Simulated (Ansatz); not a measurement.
A hypothetical phase is included: elements placed on a structure type, which no database files for this compound.

By PBEsol, the system below comes out a metal.

Data:

```
Al
1.0
    4.22961     0.00000     0.00000
    0.00000     4.22961     0.00000
    2.11480    -2.11480     2.99078
Al
2
Cartesian
  2.11480   0.00000   1.49539
  2.11480   2.11480   0.00000
```

The cell was relaxed by PBE-D3(BJ).

The current flows along the normal of the first two printed cell vectors, the (001) plane of the conventional cell. No spin-orbit coupling; the value is a mean over 0.1 eV about the Fermi level.

Q: Estimate the ballistic conductance per area that PBEsol in Ansatz (a program for electronic structure) returns for this system.

A: 0.87 × 10¹⁵ S/m² for both spins.
